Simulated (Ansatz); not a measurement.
Take MgTe in the wurtzite structure (space group P6_3mc, No. 186; a = 4.609 Å, c = 7.500 Å) as the base. Axes: x lies along a and z along c of the hexagonal cell.

Method: PBE in Ansatz (plane waves to 420 eV, PAW, no spin-orbit coupling).

For the base:

The shortest interatomic distance is 2.818 Å.

The change: uniaxial strain ε_zz = −1.20 %, all other strain components held at zero, atoms relaxed at fixed cell.

What happens to the stress, energy relative to the base and shortest interatomic distance?

The stress (xx, yy, zz, yz, xz, xy; compression positive) comes out as (0.28, 0.28, 0.66, 0.00, 0.00, 0.00) GPa; the energy grows by 0.8 meV/atom; the shortest interatomic distance falls by 0.010 Å, from 2.818 Å to 2.808 Å.

Whether these cells are dynamically stable was not tested.

Ansatz is an electronic-structure program.
